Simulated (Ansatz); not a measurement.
Results of HSE06 (Ansatz, a first-principles code, PAW) for antifluorite Be2C.

Run with plane-wave cutoff 520 eV, 10×10×10 k mesh, finite displacements, scalar-relativistic PAW data made under PBE.

The cell has the measured lattice parameters. Conventional cell: a = 4.3400 Å, b = 4.3400 Å, c = 4.3400 Å, α = 90.00°, β = 90.00°, γ = 90.00°.

Harmonic phonon frequencies (cm⁻¹; i marks an imaginary mode; at Γ without the LO shift):

```tsv
q point	frequencies
Γ	0 0 0 635 635 635 703 703 703
X	398 398 414 619 619 720 720 787 972
L	429 429 606 606 619 659 659 807 810
```

No imaginary mode appears at these points.

Note: the cell isn't this level's own, so it is under some stress, which shifts stiffness and frequencies.
